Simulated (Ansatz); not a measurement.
## (10,0) black phosphorus nanotube

Levels: PBE (plane waves to 420 eV, PAW; Ansatz, a quantum-chemistry and plane-wave program); r2SCAN (plane waves to 500 eV, PAW; Ansatz). Unmarked values and the geometry are of the first. Mesh 1×1×10. No spin polarisation. One-dimensional cell, images about 11 Å apart. A hypothetical model, rolled from the flat sheet. Only distortions within the start's symmetry and period were free.

| Item | Result |
|---|---|
| period along the axis (40 atoms) | 3.301 Å |
| mean diameter | 15.38 Å |
| radii of the innermost and outermost atoms | 6.64 and 8.74 Å |
| energy over the flat sheet | +47 meV/atom |
| PBE gap | 0.46 eV, nearly direct, from k = 0.042 × 2π/c to Γ |
| electron mass along the axis (PBE) | 1.3 mₑ |
| hole mass along the axis (PBE) | 3.2 mₑ |
| valence and conduction edges under the vacuum level (PBE) | 4.57 and 4.11 eV |
| r2SCAN gap at this geometry | 0.58 eV |

```yaml
crystal:
  lattice:
    - [28.00000, 0.00000, 0.00000]
    - [0.00000, 28.00000, 0.00000]
    - [0.00000, 0.00000, 3.30149]
  atoms:
    - { symbol: P, position: [0.81132, 0.52174, 0.00000] }
    - { symbol: P, position: [0.80280, 0.57552, 0.50000] }
    - { symbol: P, position: [0.72191, 0.58406, 0.50000] }
    - { symbol: P, position: [0.69844, 0.63012, 0.00000] }
    - { symbol: P, position: [0.73908, 0.70058, 0.00000] }
    - { symbol: P, position: [0.70058, 0.73908, 0.50000] }
    - { symbol: P, position: [0.63012, 0.69844, 0.50000] }
    - { symbol: P, position: [0.58406, 0.72191, 0.00000] }
    - { symbol: P, position: [0.57552, 0.80280, 0.00000] }
    - { symbol: P, position: [0.52174, 0.81132, 0.50000] }
    - { symbol: P, position: [0.48863, 0.73703, 0.50000] }
    - { symbol: P, position: [0.43757, 0.72894, 0.00000] }
    - { symbol: P, position: [0.38312, 0.78936, 0.00000] }
    - { symbol: P, position: [0.33460, 0.76464, 0.50000] }
    - { symbol: P, position: [0.35148, 0.68508, 0.50000] }
    - { symbol: P, position: [0.31492, 0.64852, 0.00000] }
    - { symbol: P, position: [0.23536, 0.66540, 0.00000] }
    - { symbol: P, position: [0.21064, 0.61688, 0.50000] }
    - { symbol: P, position: [0.27106, 0.56243, 0.50000] }
    - { symbol: P, position: [0.26297, 0.51137, 0.00000] }
    - { symbol: P, position: [0.18868, 0.47826, 0.00000] }
    - { symbol: P, position: [0.19720, 0.42448, 0.50000] }
    - { symbol: P, position: [0.27809, 0.41594, 0.50000] }
    - { symbol: P, position: [0.30156, 0.36988, 0.00000] }
    - { symbol: P, position: [0.26092, 0.29942, 0.00000] }
    - { symbol: P, position: [0.29942, 0.26092, 0.50000] }
    - { symbol: P, position: [0.36988, 0.30156, 0.50000] }
    - { symbol: P, position: [0.41594, 0.27809, 0.00000] }
    - { symbol: P, position: [0.42448, 0.19720, 0.00000] }
    - { symbol: P, position: [0.47826, 0.18868, 0.50000] }
    - { symbol: P, position: [0.51137, 0.26297, 0.50000] }
    - { symbol: P, position: [0.56243, 0.27106, 0.00000] }
    - { symbol: P, position: [0.61688, 0.21064, 0.00000] }
    - { symbol: P, position: [0.66540, 0.23536, 0.50000] }
    - { symbol: P, position: [0.64852, 0.31492, 0.50000] }
    - { symbol: P, position: [0.68508, 0.35148, 0.00000] }
    - { symbol: P, position: [0.76464, 0.33460, 0.00000] }
    - { symbol: P, position: [0.78936, 0.38312, 0.50000] }
    - { symbol: P, position: [0.72894, 0.43757, 0.50000] }
    - { symbol: P, position: [0.73703, 0.48863, 0.00000] }
```
